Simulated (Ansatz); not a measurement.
Consider BN in the zinc blende structure (space group F-43m, No. 216; a = 3.606 Å).

It is then changed as follows: an isotropic linear strain of +2.00 %, atoms relaxed at fixed cell.

Calculations: DFT with PBEsol, PAW potentials and a 420 eV plane-wave cutoff in Ansatz (an electronic-structure program), no SOC.

Base, band edges from the VBM (valence, conduction): X -4.98, 4.30; W -6.64, 9.48; L -1.96, 10.18; Γ 0.00, 8.81; K -4.14, 6.78; U -4.14, 6.78 eV.

Task: Give the band edges at the high-symmetry points of the new zone, measured from its valence-band maximum.

Result: 
```json
[
 {"point": "Γ", "valence edge (eV)": "0.00", "conduction edge (eV)": "8.53"},
 {"point": "X", "valence edge (eV)": "-4.69", "conduction edge (eV)": "4.23"},
 {"point": "U", "valence edge (eV)": "-3.90", "conduction edge (eV)": "6.60"},
 {"point": "K", "valence edge (eV)": "-3.90", "conduction edge (eV)": "6.60"},
 {"point": "L", "valence edge (eV)": "-1.85", "conduction edge (eV)": "9.42"},
 {"point": "W", "valence edge (eV)": "-6.23", "conduction edge (eV)": "9.22"}
]
```

The gap is 4.23 eV, indirect, Γ → X.

Whether these cells are dynamically stable was not tested.
